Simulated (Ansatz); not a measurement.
The cell is made up: elements placed on another compound's structure type, so the phase may be hypothetical.

By r2SCAN, the system below comes out a metal.

Here is the system:

```xyz
10
Lattice="5.6735 0.0005 0.0000 0.1166 7.9811 0.0001 -2.7784 3.9903 2.8073" Properties=species:S:1:pos:R:3 pbc="T T T"
Y      0.3051     6.1374     2.8073
Y      3.1419     6.1376     0.0001
Ta     0.0613     3.9927     0.0000
Ta    -2.7754     3.9924     2.8073
N      2.7532     5.9257     2.2944
N     -1.2360     3.5061     1.6184
N      1.1514     8.2261     1.7019
N     -0.0836     5.9255     0.5130
N      1.6008     3.5064     1.1889
N      3.9882     8.2263     1.1054
```

Space group of this cell: R3c. The cell was relaxed by PBE-D3(BJ); by r2SCAN its mean pressure is 1.0 GPa.

The current flows along the normal of the first two printed cell vectors. No spin-orbit coupling; the value is a mean over 0.1 eV about the Fermi level.

Question: Predict the ballistic conductance per area from r2SCAN run with Ansatz (an electronic-structure program).

Answer: 0.55 × 10¹⁵ S/m² for both spins.
